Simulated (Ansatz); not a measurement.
Output of an Ansatz run (abridged):

```
WARN ansatz: RAYON_NUM_THREADS=1 ignored (pool sized by the plan → 1); use --threads N
Pseudopotentials: kind: paw
Pseudopotential: Ni, paw, valence charge 18
Pseudopotential: Ge, paw, valence charge 14
Crystal: 4 atoms, lattice volume = 44.396 Å³
Basis set: ecut = 420.4159175005146 eV, 895 PW (Γ), exchange–correlation on 48×48×48 points (8 copies of the dense FFT grid, shifted against one another)
Bands: 41, of which v1, the nominal top of the filled ones, is band 34 counted from 1 (33 counted from 0)
Symmetry: 8 space group operations
Space group: P4mm (ITA 99), of the structure as read, at distance tolerance 3.5e-5 Å
k-points: 75 of 729 (time reversal used)
PAW frozen core: Ni, regenerated for the run's functional, and the local potential with it
PAW frozen core: Ge, regenerated for the run's functional, and the local potential with it
Initial density: superposition of atomic densities (neutral atoms: chi_scale 0, normalization atom), corrected by the library's trained network
Initial wavefunctions: pseudopotential atomic-orbital guess
Eigensolver: davidson
Functional: x = pbesol(κ = 0.804, μ = 0.12345679012345678), c = pbesol(β = 0.046)
SCF iter   1: F=—  HF=-21669.793445 eV  |F-HF|=—  |Δ(HF+E_count)|=         —  Δρ=2.00e-2  dr2=9.21e-2  ethr=1.77e-3  ⟨swp⟩=5.5  Hψ=9815  notcnv=0  defer=29
all-band conjugate gradients solve this SCF's bands
preconditioner: auto → Kerker (q_TF=auto, 2.929 Å⁻¹)
SCF iter   2: F=—  HF=-21669.776591 eV  |F-HF|=—  |Δ(HF+E_count)|=   1.69e-2  Δρ=4.80e-3  dr2=5.74e-3  ethr=1.36e-4  ⟨swp⟩=2.5  Hψ=5936  notcnv=0  defer=128
SCF iter   3: F=—  HF=-21669.775422 eV  |F-HF|=—  |Δ(HF+E_count)|=   1.17e-3  Δρ=1.45e-3  dr2=6.96e-4  ethr=8.44e-6  ⟨swp⟩=1.6  Hψ=3327  notcnv=0  defer=129
SCF iter   4: F=—  HF=-21669.775179 eV  |F-HF|=—  |Δ(HF+E_count)|=   2.43e-4  Δρ=3.43e-4  dr2=7.05e-5  ethr=1.02e-6  ⟨swp⟩=2.0  Hψ=4046  notcnv=0  defer=129
SCF iter   5: F=—  HF=-21669.775176 eV  |F-HF|=—  |Δ(HF+E_count)|=   3.13e-6  Δρ=2.66e-4  dr2=4.33e-5  ethr=1.04e-7  ⟨swp⟩=2.1  Hψ=3973  notcnv=0  defer=129
SCF iter   6: F=—  HF=-21669.775163 eV  |F-HF|=—  |Δ(HF+E_count)|=   1.30e-5  Δρ=5.61e-5  dr2=2.05e-6  ethr=6.36e-8  ⟨swp⟩=2.0  Hψ=3906  notcnv=0  defer=129
SCF iter   7: F=-21669.775163 eV  HF=-21669.775163 eV  |F-HF|=1.13e-7  |Δ(HF+E_count)|=   1.94e-7  Δρ=1.43e-5  dr2=9.67e-8  ethr=1.47e-10  ⟨swp⟩=7.7  Hψ=15356  notcnv=0
SCF 1 converged in 7 iterations: F = -21669.775163 eV  dr2 = 9.67e-8
SCF converged after 7 iterations
Free energy (F): -21669.775163 eV
Harris-Foulkes:  -21669.775163 eV  (|F-HF|=1.13e-7)
Internal energy: -21669.764823 eV  (E = F + TS)
E sigma→0 (E₀):  -21669.769993 eV
Entropy (-TS):   -0.010340 eV (-2.585 meV/atom)
Fermi energy:    18.352163 eV
--- Per-component energies (eV) ---
  E_band       = -851.401220
  E_kinetic    = 968.254925
  E_local      = -12225.123757  (includes V_loc(G=0)·N_el)
  E_nonlocal   = 2337.219999
  E_hartree    = 5181.059603
  E_xc         = -331.137354
  E_vxc        = -396.449892  (∫ρ·V_xc dr)
  E_paw        = -6771.517634  (= ΣΔE_a)
  E_vpaw       = -1897.421910  (= ΣTr[D̂ρ^β])
  E_aug_tail   = 0.001208  (compensation charges beyond the density's cutoff)
  E_ewald      = -10830.031616
  E_core_change = 1.509803  (= ΣΔE_core)
  E_smearing   = -0.010340  (= −TS)
  E_closure    = -0.000000  (closes the sum)
  Σ components = -21669.775163   (vs F -21669.775163, Δ=0.00e0)
--- Forces (eV/Å), atoms counted from 1 ---
  atom   1  Ni     0.26947493     0.00000000     0.00000000
  atom   2  Ni    -0.50098012    -0.00000000     0.00000000
  atom   3  Ni     0.26947493     0.00000000     0.00000000
  atom   4  Ge    -0.03794784    -0.00000000     0.00000000
  max |Σ_I F_I| component: 2.19e-5 eV/Å
--- Stress (GPa, compression-positive) ---
       -2.683821       0.000000       0.000000
        0.000000      -2.725955       0.000000
        0.000000       0.000000      -2.725955
  P = ⅓ Tr σ = -2.7119 GPa (-27.119 kbar)
  The stress holds the Pulay correction. Without it, at fixed plane waves, as pw.x and ABINIT print it: P = -2.7700 GPa
--- Band table (eV; the first three rows and the last of 75) ---
  k-point 0: bands = ["-84.4391", "-84.4070", "-84.4065", "-45.0598", "-45.0598", "-45.0591", "-45.0088", "-45.0088", "-45.0088", "-44.8524", "-44.8524", "-44.8513", "-6.2884", "-6.2884", "-6.2743", "-6.2743", "-6.2741", "5.8193", "13.4823", [...]
  k-point 1: bands = ["-84.4383", "-84.4078", "-84.4066", "-45.0581", "-45.0577", "-45.0561", "-45.0108", "-45.0095", "-45.0075", "-44.8571", "-44.8538", "-44.8511", "-6.2879", "-6.2853", "-6.2743", "-6.2742", "-6.2740", "5.9583", "13.4831", [...]
  k-point 2: bands = ["-84.4358", "-84.4102", "-84.4066", "-45.0529", "-45.0521", "-45.0488", "-45.0137", "-45.0116", "-45.0069", "-44.8665", "-44.8573", "-44.8536", "-6.2865", "-6.2777", "-6.2743", "-6.2742", "-6.2737", "6.3620", "12.9338", [...]
  k-point 74: bands = ["-84.4183", "-84.4173", "-84.4167", "-45.0816", "-45.0811", "-45.0806", "-45.0004", "-44.9615", "-44.9608", "-44.9604", "-44.8239", "-44.8221", "-6.2862", "-6.2862", "-6.2860", "-6.2510", "-6.2510", "9.3234", "13.6086", [...]
```

The structure:

```
CELL_PARAMETERS angstrom
      3.54092     0.00000     0.00000
      0.00000     3.54092     0.00000
      0.00000     0.00000     3.54092
ATOMIC_POSITIONS crystal
  Ni 0.50000 0.00000 0.50000
  Ni 0.01412 0.50000 0.50000
  Ni 0.50000 0.50000 0.00000
  Ge 0.00000 0.00000 0.00000
```

Question: What input produced this log?

Answer: Other spellings and defaults could give the same log, and not every line can be read from it. The input that was run (DFT, PBEsol, plane waves, default PAW files made with PBE):

Ansatz 0.2 input:
```yaml
crystal:
  lattice:
    - [3.540921, 0.000000, 0.000000]
    - [0.000000, 3.540921, 0.000000]
    - [0.000000, 0.000000, 3.540921]
  atoms:
    - { symbol: Ni, position: [0.500000, 0.000000, 0.500000] }
    - { symbol: Ni, position: [0.014121, 0.500000, 0.500000] }
    - { symbol: Ni, position: [0.500000, 0.500000, 0.000000] }
    - { symbol: Ge, position: [0.000000, 0.000000, 0.000000] }
basis:
  ecutwfc: 30.9 Ry
kpoints:
  mp_grid: { grid: [9, 9, 9] }
hamiltonian:
  xc: pbesol
  pseudopotentials: { kind: paw }
scf:
  occupations: { method: gaussian, width: 0.0073 Ry }
output:
  forces: true
  eigenvalues: true
  stress: true
```

The starting cell comes from a database of computed structures (which also holds hypothetical and non-ambient phases and stackings), without a prior relaxation at this level. Its lattice was rescaled by up to half a per cent. One atom was moved a little off its site on purpose. Spin polarisation is off. Ansatz's pressure includes its estimate of the finite-basis (Pulay) stress.

Ansatz is a quantum-chemistry and plane-wave program.
